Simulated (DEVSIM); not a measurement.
Device: abrupt Si p-n junction, at 300 K.

```csv
layer (left to right),material,thickness (μm),Nd (cm⁻³),Na (cm⁻³),τn (s),τp (s)
1,Si,0.180,-,2.5e16,2.5e-7,2.5e-7
2,Si,290,3.6e15,-,2.5e-7,2.5e-7
```

Left contact: ohmic. Right contact: ohmic. Voltage is applied to the left contact. Recombination: SRH at mid-gap, Auger. Mobility is constant in doping.

The device is made up for the run: typed textbook-type constants, with dimensions and the other settings drawn at random. Values at 300 K.

```
parameter           Si
-------------  -------
gap (eV)         1.124
affinity (eV)     4.05
permittivity      11.7
Nc (cm⁻³)      2.86e19
Nv (cm⁻³)       3.1e19
μn (cm²/Vs)       1417
μp (cm²/Vs)        470
Cn (cm⁶/s)     2.8e-31
Cp (cm⁶/s)     9.9e-32
```

Simulated with DEVSIM: 1D drift-diffusion, Boltzmann statistics, complete ionisation; no tunnelling, impact ionisation, image-force lowering or self-heating.

The doping Na of layer 1 was swept, all else fixed.

```tsv
doping Na of layer 1 (cm^-3)	potential step across the device at zero bias (V)	largest field in the device at zero bias (V/cm)	dark forward voltage at 1 A/cm² (V)
7.5e14	0.617	18000	0.432
2.5e15	0.648	19000	0.471
7.5e15	0.677	22000	0.516
2.5e16	0.708	25000	0.556
7.5e16	0.736	28000	0.588
2.5e17	0.767	36000	0.616
7.5e17	0.796	53000	0.636
```

From the first row to the last the potential step across the device at zero bias goes from 0.617 to 0.796. From the first row to the last the largest field in the device at zero bias goes from 18000 to 53000.
